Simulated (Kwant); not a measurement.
Model system: wire with one Gaussian impurity in a GaAs two-dimensional gas. Effective mass 0.067 mₑ, grid spacing 3 nm, hard walls, nominal width 60 nm (19 grid rows, so walls 60 nm apart), one parabolic valley, scattering region 180 nm long along x; energies count from the band bottom; Fermi energy swept from 0.0012472 to 0.026503 eV. Impurity U exp(−r²/2σ²), U = -0.036 eV, σ = 4.4 nm, 0 nm off the axis.

The device is made up for the run: typed textbook-type constants, with dimensions and the other settings drawn at random.

Computed with Kwant: effective-mass tight-binding model on a square grid, one spin, coherent transport at 0 K. Conductance is in e²/h.

Question: How many channels do the leads carry at E = 10.4, 22.7 meV?

Answer: The hard-wall thresholds are n² ħ²π²/(2mW²) = n² × 1.56 meV with W = 60 nm. √(10.4/1.56) = 2.58, so 2. √(22.7/1.56) = 3.81, so 3.
